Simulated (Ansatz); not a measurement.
## YCu, response to strain

Base system: YCu in the CsCl type structure (space group Pm-3m, No. 221; a = 3.425 Å; relaxed with 0.1 eV smearing). Axes: x, y, z lie along the cube axes.

Strains are applied to the cell and any free atomic positions relax; under biaxial strain the out-of-plane vector relaxes too.

Level of theory: PBEsol (Ansatz, a first-principles code; PAW; 420 eV plane waves; without spin-orbit coupling).

Notes on the quantities. energy relative to the base: free energy F; pressure: mean of the normal stresses, compression positive.

| variant | energy relative to the base | shortest interatomic distance | space group | pressure |
|---|---|---|---|---|
| base | 0 meV/atom | 5.605 bohr | Pm-3m (No. 221) | 0.0 GPa |
| biaxial strain −2.51 %, plane normal [110], relaxed out of plane | +12 meV/atom | 5.465 bohr | Cmmm (No. 65) | 2.6 GPa |
| isotropic strain −4.85 % | +121 meV/atom | 5.334 bohr | Pm-3m (No. 221) | 15.7 GPa |
| isotropic strain −1.10 % | +5.5 meV/atom | 5.544 bohr | Pm-3m (No. 221) | 2.8 GPa |
| isotropic strain −0.18 % | +0.1 meV/atom | 5.595 bohr | Pm-3m (No. 221) | 0.4 GPa |
| uniaxial strain ε_zz = +0.88 % | +0.6 meV/atom | 5.622 bohr | P4/mmm (No. 123) | -0.7 GPa |
| uniaxial strain ε_zz = +2.67 % | +5.4 meV/atom | 5.656 bohr | P4/mmm (No. 123) | -1.9 GPa |

No phonon test of stability was made. All final runs are without spin polarisation.
